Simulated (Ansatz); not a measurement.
Start from Nb in the bcc (W type) structure (space group Im-3m, No. 229; a = 3.248 Å; relaxed with 0.1 eV smearing).

All numbers come from Ansatz (an electronic-structure program), LDA, PAW, cutoff 420 eV, scalar-relativistic without spin-orbit coupling.

Strains are applied to the cell and any free atomic positions relax.

One change was made to it. Results:

The pressure goes from zero to 12.9 GPa; the energy rises by 39 meV/atom.

Which change produced these results?
(A) isotropic strain −2.00 %
(B) isotropic strain +3.00 %
(C) isotropic strain −1.00 %
(D) isotropic strain +1.00 %
(E) isotropic strain −2.50 %

A, isotropic strain −2.00 %. For comparison, the energy relative to the base in the other runs: isotropic strain −1.00 % gives +9.4 meV/atom; isotropic strain −2.50 % gives +61 meV/atom; isotropic strain +1.00 % gives +8.9 meV/atom; isotropic strain +3.00 % gives +76 meV/atom.

Whether these cells are dynamically stable was not tested. All final runs are without spin polarisation.
